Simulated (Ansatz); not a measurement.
Consider WGe₂ (space group Fm-3m, No. 225; a = 6.051 Å; a hypothetical phase, not in the database extracts checked; relaxed with 0.1 eV smearing). Axes: x, y, z lie along the cube axes.

The change: compressive biaxial strain of 2.25 % in the plane normal to [110], as in epitaxy on a mismatched substrate; the out-of-plane cell vector and the atoms relax.

Levels (all Ansatz, a program for electronic structure, PAW): PBEsol (420 eV, no SOC); PBEsol+SOC (420 eV, noncollinear with spin-orbit coupling).

The geometry is relaxed with PBEsol.

- PBEsol pressure = -1.3 GPa

With PBEsol+SOC at the same geometry, the pressure goes up by 0.3 GPa (-1.3 GPa → -1.0 GPa).

Single points use the geometry relaxed with PBEsol. Differences between runs with and without spin-orbit coupling are approximate. Stability against distortions was not tested. The runs without spin-orbit coupling are not spin-polarised. Under biaxial strain −2.25 %, plane normal [110], relaxed out of plane the cell ends below the base's energy or with stress of the wrong sign: the atoms slid into a distortion or the cell is elastically unstable, so the base is not a stable minimum at this level. WGe2 has a high density of states at the Fermi level and may be magnetic at this level.
